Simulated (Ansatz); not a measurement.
# Ansatz run on AgI (I-4m2, 2 atoms in the cell): self-consistent single point

Method of the run: LDA (PW92), default PAW files made with PBE (plane waves; Ansatz, an electronic-structure program).

Input:

Ansatz 0.2 input:
```yaml
# AgI
crystal:
  lattice:
    - [-2.406553, 2.406553, 3.210749]
    - [2.406553, -2.406553, 3.210749]
    - [2.406553, 2.406553, -3.210749]
  atoms:
    - { symbol: Ag, position: [0.250000, 0.750000, 0.500000] }
    - { symbol: I, position: [0.000000, 0.000000, 0.000000] }
basis:
  ecutwfc: 420.0
kpoints:
  mp_grid: { grid: [7, 7, 7] }
hamiltonian:
  xc: lda
  pseudopotentials: { kind: paw }
scf:
  occupations: { method: fixed }
output:
  forces: true
  eigenvalues: true
  stress: true
```

Log, with long lists cut:

```
WARN ansatz: RAYON_NUM_THREADS=1 ignored (pool sized by the plan → 1); use --threads N
Pseudopotentials: kind: paw
Pseudopotential: Ag, paw, valence charge 19
Pseudopotential: I, paw, valence charge 17
Crystal: 2 atoms, lattice volume = 74.380 Å³
Basis set: ecut = 420 eV, 1439 PW (Γ)
Bands: 22, of which v1, the nominal top of the filled ones, is band 18 counted from 1 (17 counted from 0)
Symmetry: 8 space group operations
Space group: I-4m2 (ITA 119), of the structure as read, at distance tolerance 4.2e-5 Å
k-points: 40 of 343 (time reversal used)
PAW frozen core: Ag, regenerated for the run's functional, and the local potential with it
PAW frozen core: I, regenerated for the run's functional, and the local potential with it
Initial density: superposition of atomic densities (neutral atoms: chi_scale 0, normalization atom), corrected by the library's trained network
Initial wavefunctions: pseudopotential atomic-orbital guess
Eigensolver: davidson
Functional: x = slater, c = lda
SCF iter   1: F=—  HF=-14814.152453 eV  |F-HF|=—  |Δ(HF+E_count)|=         —  Δρ=7.31e-3  dr2=3.26e-2  ethr=1.77e-3  ⟨swp⟩=5.4  Hψ=3507  notcnv=0  defer=77
all-band conjugate gradients solve this SCF's bands
preconditioner: auto → none
SCF iter   2: F=—  HF=-14814.144307 eV  |F-HF|=—  |Δ(HF+E_count)|=   8.15e-3  Δρ=3.47e-3  dr2=5.64e-3  ethr=9.06e-5  ⟨swp⟩=2.5  Hψ=1979  notcnv=0  defer=79
SCF iter   3: F=—  HF=-14814.142949 eV  |F-HF|=—  |Δ(HF+E_count)|=   1.36e-3  Δρ=1.56e-3  dr2=9.06e-4  ethr=1.57e-5  ⟨swp⟩=2.9  Hψ=1691  notcnv=0  defer=79
SCF iter   4: F=—  HF=-14814.142812 eV  |F-HF|=—  |Δ(HF+E_count)|=   1.37e-4  Δρ=5.46e-4  dr2=1.18e-4  ethr=2.52e-6  ⟨swp⟩=2.0  Hψ=1173  notcnv=0  defer=79
SCF iter   5: F=—  HF=-14814.142792 eV  |F-HF|=—  |Δ(HF+E_count)|=   2.03e-5  Δρ=6.47e-5  dr2=1.97e-6  ethr=3.27e-7  ⟨swp⟩=2.3  Hψ=1380  notcnv=0  defer=73
SCF iter   6: F=—  HF=-14814.142796 eV  |F-HF|=—  |Δ(HF+E_count)|=   4.28e-6  Δρ=8.75e-6  dr2=3.49e-8  ethr=2.78e-10  ⟨swp⟩=7.8  Hψ=5290  notcnv=0
SCF iter   7: F=-14814.142796 eV  HF=-14814.142796 eV  |F-HF|=7.11e-10  |Δ(HF+E_count)|=   3.56e-9  Δρ=1.36e-6  dr2=1.14e-9  ethr=9.70e-11  ⟨swp⟩=2.0  Hψ=3087  notcnv=0
SCF 1 converged in 7 iterations: F = -14814.142796 eV  dr2 = 1.14e-9
SCF converged after 7 iterations
Free energy (F): -14814.142796 eV
Harris-Foulkes:  -14814.142796 eV  (|F-HF|=7.11e-10)
Internal energy: -14814.142796 eV  (E = F + TS)
E sigma→0 (E₀):  -14814.142796 eV
Fermi energy:    5.354486 eV
--- Per-component energies (eV) ---
  E_band       = -821.924511
  E_kinetic    = 716.386546
  E_local      = -5694.241850  (includes V_loc(G=0)·N_el)
  E_nonlocal   = 3.602215
  E_hartree    = 2674.663858
  E_xc         = -308.337316
  E_vxc        = -359.844017  (∫ρ·V_xc dr)
  E_paw        = -8432.994267  (= ΣΔE_a)
  E_vpaw       = -837.157960  (= ΣTr[D̂ρ^β])
  E_aug_tail   = 0.000307  (compensation charges beyond the density's cutoff)
  E_ewald      = -3774.728312
  E_core_change = 1.506023  (= ΣΔE_core)
  E_smearing   = -0.000000  (= −TS)
  E_closure    = 0.000000  (closes the sum)
  Σ components = -14814.142796   (vs F -14814.142796, Δ=0.00e0)
--- Forces (eV/Å), atoms counted from 1 ---
  atom   1  Ag    -0.00000000    -0.00000000    -0.00000000
  atom   2  I      0.00000000     0.00000000     0.00000000
  max |Σ_I F_I| component: 6.94e-18 eV/Å
--- Stress (GPa, compression-positive) ---
       -4.439537      -0.000000      -0.000000
       -0.000000      -4.439537       0.000000
       -0.000000       0.000000      -3.764105
  P = ⅓ Tr σ = -4.2144 GPa (-42.144 kbar)
  The stress holds the Pulay correction. Without it, at fixed plane waves, as pw.x and ABINIT print it: P = -4.2372 GPa
--- Band table (eV; the first three rows and the last of 40) ---
  k-point 0: bands = ["-84.8041", "-48.3859", "-48.3829", "-48.3829", "-39.1923", "-39.1899", "-39.1837", "-39.1837", "-39.1786", "-7.1632", "1.5305", "1.5305", "1.5567", "2.5185", "2.5592", "5.2697", "5.2697", "5.3545", "6.3608", "11.0845", [...]
  k-point 1: bands = ["-84.8041", "-48.3859", "-48.3829", "-48.3829", "-39.1923", "-39.1899", "-39.1837", "-39.1837", "-39.1786", "-7.1093", "1.4681", "1.5749", "1.6340", "2.5013", "2.5637", "4.5224", "4.9455", "5.0741", "7.3610", "10.3871", [...]
  k-point 2: bands = ["-84.8041", "-48.3859", "-48.3829", "-48.3829", "-39.1923", "-39.1899", "-39.1838", "-39.1837", "-39.1786", "-6.9848", "1.3465", "1.7207", "1.8269", "2.4744", "2.5885", "3.6680", "4.2911", "4.4679", "8.6042", "9.5300", [...]
  k-point 39: bands = ["-84.8041", "-48.3860", "-48.3829", "-48.3829", "-39.1925", "-39.1898", "-39.1837", "-39.1836", "-39.1786", "-6.8421", "1.3950", "1.9058", "1.9402", "2.5921", "2.7074", "2.8970", "3.6207", "3.8104", "8.8580", "9.3014", [...]
```

The run converged in 7 iterations.

The starting cell comes from a database of computed structures (which also holds hypothetical and non-ambient phases and stackings), without a prior relaxation at this level. Its lattice was rescaled by up to half a per cent. Spin-orbit coupling is off. With a pressure of about -4 GPa the cell is away from its equilibrium volume at this level. Ansatz's pressure includes its estimate of the finite-basis (Pulay) stress.
